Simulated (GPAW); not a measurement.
Input and output of a self-consistent single point for ZnCo₂ (P-3m1, 3 atoms in the cell) (GPAW).

Level of theory: PBEsol, GPAW PAW datasets PBEsol (made by gpaw-setup) (plane waves; GPAW 25.7.0).

```yaml
crystal:
  lattice:
    - [2.58727, 0.00000, 0.00000]
    - [-1.29364, 2.24064, 0.00000]
    - [0.00000, 0.00000, 6.24990]
  atoms:
    - { symbol: Zn, position: [0.00000, 0.00000, 0.00000] }
    - { symbol: Co, position: [0.33333, 0.66667, 0.65327], spin: 3.0 }
    - { symbol: Co, position: [0.66667, 0.33333, 0.34673], spin: 3.0 }
```
(The spins are starting values, not results.)

Reference input (self-consistent single point, DFT LDA (Perdew-Wang 92), plane waves, GPAW PAW datasets LDA (gpaw-data 1.0.1)): spinpol = true; mode = pw; ecut = 850 eV; xc = LDA; kpts = 10 10 4; mesh shift (steps) = 0 0 0; occupations.name = methfessel-paxton; occupations.width = 0.1 eV; occupations.order = 0; nbands = -7; convergence.density = 1e-05 e/electron; symmetry.symmorphic = false. This run's input differs from it in these lines:

```diff
@@ -17,3 +17,3 @@
             mode=PW(850),
-            xc='LDA',
+            xc='PBEsol',
             kpts={'size': (10, 10, 4), 'gamma': True},
```

Its files differ too (potentials: GPAW PAW datasets PBEsol (made by gpaw-setup)).

Output (repeated stretches shortened):

```
     iter     time        total  log10-change:  magmom
                         energy   eigst   dens
iter:   1 --:--:--   -20.214141                   +6.0077
iter:   2 --:--:--   -20.140293   -0.73  -1.44    +4.1396
iter:   3 --:--:--   -19.571355   -1.07  -1.56    +2.9583
iter:   4 --:--:--   -19.510617   -2.10  -1.65    +3.0944
iter:   5 --:--:--   -19.540158   -2.00  -1.87    +3.0582
iter:   6 --:--:--   -19.519295   -2.72  -1.94    +3.0731
iter:   7 --:--:--   -19.521162   -2.64  -2.23    +3.0678
iter:   8 --:--:--   -19.520662c  -3.23  -2.53    +3.0708
iter:   9 --:--:--   -19.517272c  -3.65  -2.58    +3.0687
iter:  10 --:--:--   -19.517271c  -4.80  -3.39    +3.0686
iter:  11 --:--:--   -19.517283c  -5.91  -3.49    +3.0690
iter:  12 --:--:--   -19.517251c  -5.86  -3.50    +3.0698
   [... 3 lines left out ...]
iter:  16 --:--:--   -19.517235c  -6.95  -4.11    +3.0701
iter:  17 --:--:--   -19.517255c  -6.04  -4.26    +3.0701
iter:  18 --:--:--   -19.517243c  -6.71  -4.48    +3.0701
iter:  19 --:--:--   -19.517237c  -6.78  -4.66    +3.0703
iter:  20 --:--:--   -19.517236c  -7.85c -4.89    +3.0702
iter:  21 --:--:--   -19.517235c  -8.31c -4.94    +3.0702
iter:  22 --:--:--   -19.517236c  -8.37c -5.01c   +3.0702
Converged after 22 iterations.

Dipole moment: (0.000000, -0.000000, 0.000000) |e|*Ang

Total magnetic moment: (0.000000, 0.000000, 3.070157)
Local magnetic moments:
   0 Zn ( 0.000000,  0.000000, -0.047819)
   1 Co ( 0.000000,  0.000000,  1.613694)
   2 Co ( 0.000000,  0.000000,  1.613694)

Energy contributions relative to reference atoms: (reference = -124560.466594)

Kinetic:         +9.344662
Potential:       -5.118782
External:        +0.000000
XC:             -23.544519
Entropy (-ST):   -0.012126
Local:           -0.192534
SIC:             +0.000000
--------------------------
Free energy:    -19.523299
Extrapolated:   -19.517236

Spin contamination: 0.202536 electrons
Showing only first 2 kpts
                      Up                     Down
 Kpt  Band  Eigenvalues  Occupancy  Eigenvalues  Occupancy
   [... lines left out ...]

Fermi level: 9.00384

No gap
No difference between direct/indirect transitions
Energy (eV): -19.517236

Forces in eV/Ang:
  0 Zn    0.00000   -0.00000    0.00000
  1 Co    0.00000    0.00000   -0.09283
  2 Co   -0.00000   -0.00000    0.09283

Stress tensor:
     0.071009     0.000000     0.000000
     0.000000     0.071009     0.000000
     0.000000     0.000000     0.065933
Stress (GPa, Voigt): [11.3769 11.3769 10.5636  0.      0.      0.    ]
```

The run converged in 22 iterations. GPAW prints stress with tension positive. Against the reference run the pressure goes from -17.78 to -11.11 GPa, the largest force goes from 0.200 to 0.093 eV/Å and the size of the net moment hardly changes (1.00 to 1.02 μB/atom).

The starting cell comes from a database of computed structures (which also holds hypothetical and non-ambient phases and stackings), without a prior relaxation at this level. Its lattice was rescaled by a random factor within 2.5 % of one. The magnetic order is the one reached from the typed start; others were not searched systematically. With a pressure of about -11 GPa the cell is away from its equilibrium volume at this level.

Cost on one core of a shared machine: roughly 4 min.
